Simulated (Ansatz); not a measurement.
Structures of equal composition on the (111)B surface of zinc-blende AlAs (As plane on top): 2x2 As adatom at H3; 2x2 As adatom at T1; 2x2 As adatom at T4. The slabs share one bottom face, and each structure is named by its start. These are constructed structures in small cells; real faces may alloy, dewet or reconstruct in larger ones, and not all known structures of the face are among them. Slabs of about 14 Å with all that they carry, Fermi-Dirac smearing of 0.025 eV. Bottom of the slabs: H caps. Relaxed from the named starts with such symmetry as they have, on meshes of like density; energies extrapolated to zero smearing; no spin-orbit coupling, no U. Spin-polarised runs, if any, are marked in brackets, and their order is one that fits the cell; the others ran without spin. Where a second, spin-polarised start was run, the lower counts.

Host crystal: zinc-blende AlAs, with a band gap (PBE, scalar-relativistic without spin-orbit coupling).

Computed with PBE (plane waves to 420 eV, PAW; Ansatz, a program for electronic structure).

Task: Put the candidates in order of energy per 1x1 cell, lowest first, for PBE.

Result: 2x2 As adatom at T4 (0.000 eV, gap 0.81 eV on the mesh), 2x2 As adatom at H3 (0.079 eV, gap 0.42 eV on the mesh), 2x2 As adatom at T1 (0.506 eV, a narrow gap of 0.17 eV by band count)
